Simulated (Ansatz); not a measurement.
Start from MoS2 in the 2H-MoS2 type structure (space group P6_3/mmc, No. 194; a = 3.1090 Å, c = 11.7086 Å; layered, stacked along the Cartesian z axis).

Levels (all Ansatz, a quantum-chemistry and plane-wave program, PAW, earlier PAW set): PBEsol-D3(BJ) (420 eV, no SOC); HSE06 (420 eV, spin-orbit coupling left out).

Its gap is 0.52 eV with PBEsol-D3(BJ) and 1.09 eV with HSE06.

The change: a hydrostatic pressure of 3 GPa.

With PBEsol-D3(BJ) the gap becomes 0.36 eV.

If the HSE06 correction stayed the same, what would the HSE06 gap be, and what does the HSE06 run give?

A rigid correction of +0.57 eV gives 0.93 eV. The HSE06 run gives 0.90 eV, so the two effects roughly add.

Single points use the geometry relaxed with PBEsol-D3(BJ). HSE06 gaps are upper bounds (no full band path). Load acts through the strain it causes; cell and atoms are relaxed under it. Stability against distortions was not tested.
